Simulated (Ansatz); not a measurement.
Sensitivity of a calculation on K2AgIrF6 (P1, 10 atoms in the cell) to its settings

```
K2AgIrF6
1.0
    0.00000     4.41428     4.41428
    4.41428     0.00000     4.41428
    4.41428     4.41428     0.00000
K Ag Ir F
2 1 1 6
Direct
  0.74312   0.73586   0.76626
  0.24803   0.25915   0.24436
  0.48621   0.49231   0.50229
  0.98899   0.99381   0.00959
  0.75180   0.24598   0.22019
  0.21973   0.76888   0.78065
  0.24688   0.76585   0.23014
  0.77972   0.24595   0.76454
  0.25173   0.21878   0.78075
  0.78378   0.77344   0.20123
```

Base run A: HSE06, default PAW files made with PBE in Ansatz (a first-principles code), self-consistent single point.

Its settings: basis.ecutwfc = 420 eV; kpoints.mp_grid.grid = 2 2 2; hamiltonian.xc = hse06; hamiltonian.pseudopotentials = {kind: paw} (the program's default PAW files); scf.occupations.method = fixed.

The starting cell comes from a database of computed structures (which also holds hypothetical and non-ambient phases and stackings), without a prior relaxation at this level. Its atoms were displaced at random from the sites of space group no. 225. Spin-orbit coupling is off. In the base run, forces exceed 1 eV/Å. Ansatz's pressure includes its estimate of the finite-basis (Pulay) stress.

ΔF is the free energy per atom less that of run A. A dash stands where there is no value to compare (another energy zero or no entropy term, no result, no spin, no clean gap, or a mesh too coarse for one). Total energies depend on the potentials, the functional and any Hubbard or dispersion term, so they are compared only between runs that share all of them.

Runs D sample the zone with one or two k-points, far too few for so small a cell.

Run A gave: pressure (GPa) -0.93; largest force (eV/Å) 4.775; gap on the mesh (eV) 3.435; k-points 8.

Runs:
- B: hamiltonian.xc: hse06 → pbesol [PBEsol]
- C: hamiltonian.xc: hse06 → pbe0 [PBE0]
- D: kpoints.mp_grid.grid: 2 2 2 → 1 1 1
- E: scf.convergence.dr2_threshold: default (1e-07 eV) → 1e-08 eV
- F: scf.mixing.algorithm: default (the program chose MSR1) → broyden; scf.mixing.ndim: default → 20
- G: scf.mixing.preconditioner: default (the program chose none) → kerker

Question: What does run C change against A?

Answer: The pressure stays at -0.93 GPa, the largest force goes from 4.775 to 4.793 eV/Å and the gap on the mesh goes from 3.435 to 4.232 eV.

Question: What does run B change against A?

Answer: The pressure goes from -0.93 to -1.96 GPa, the largest force goes from 4.775 to 4.709 eV/Å and the gap on the mesh goes from 3.435 to 1.055 eV.

| run | ΔF (meV/atom) | pressure (GPa) | largest force (eV/Å) | gap on the mesh (eV) | k-points |
|---|---|---|---|---|---|
| A | 0.00 | -0.93 | 4.775 | 3.435 | 8 |
| B | – | -1.96 | 4.709 | 1.055 | 8 |
| C | – | -0.93 | 4.793 | 4.232 | 8 |
| D | 61.2 | 0.31 | 5.031 | 3.395 | 1 |
| E | 0.00 | -0.93 | 4.775 | 3.435 | 8 |
| F | 0.00 | -0.93 | 4.775 | 3.435 | 8 |
| G | 0.00 | -0.93 | 4.775 | 3.435 | 8 |

Keys are those of Ansatz 0.2.
